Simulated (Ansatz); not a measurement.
For BAs (model structure, started from the NiAs type, P6₃/mmc, No. 194, 4 atoms in the cell), PBEsol in Ansatz (plane waves, PAW) gives:

| Item | Result |
|---|---|
| equilibrium lattice constant a | 3.225 Å |
| c axis length | 5.397 Å |

**Question.** What does PBE-D3(BJ) in Ansatz (PAW) give for the same quantities?

**Answer.** 
- lattice constant a: 3.221 Å (decreases by 0.1 %)
- lattice parameter c: 5.382 Å (shrinks by 0.3 %)

Changes are worked out from the printed values.

Unless a cell is named, each level is at its own relaxed cell (PBEsol 12.16, PBE-D3(BJ) 12.09 Å³/atom).

Ansatz's density-functional and Hartree–Fock values are scalar-relativistic unless marked +SOC, with PAW data made under PBE.

A model structure was made by putting elements into a prototype or built by hand; it is no filed structure, need not be a known phase, and can be a saddle point held by its symmetry.

Ansatz is a first-principles code.
